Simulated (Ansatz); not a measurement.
We consider CsCl-type CoAl, described by PBE-D3(BJ) (plane waves, PAW; Ansatz, a quantum-chemistry and plane-wave program).

Run with plane-wave cutoff 520 eV, 16×16×16 k mesh, Fermi–Dirac smearing 0.1 eV, perturbation theory, no spin polarisation, scalar-relativistic PAW data made under PBE.

Cell (relaxed at this level):

```cif
data_AlCo
_chemical_formula_sum 'Al1 Co1'
_space_group_name_H-M_alt 'P 1'
_space_group_IT_number 1
_cell_length_a 2.81934
_cell_length_b 2.81934
_cell_length_c 2.81934
_cell_angle_alpha 90.000
_cell_angle_beta 90.000
_cell_angle_gamma 90.000
loop_
_space_group_symop_operation_xyz
  'x, y, z'
loop_
_atom_site_label
_atom_site_type_symbol
_atom_site_fract_x
_atom_site_fract_y
_atom_site_fract_z
_atom_site_occupancy
Al1 Al 0.50000 0.50000 0.50000 1
Co1 Co 0.00000 0.00000 0.00000 1
```

Give the computed TO(Γ) frequency.


- TO(Γ) frequency: 347 cm⁻¹

Note: the dispersion coefficients are held fixed in the derivatives.

It cost about 5 core-minutes (a rough figure) of CPU time.
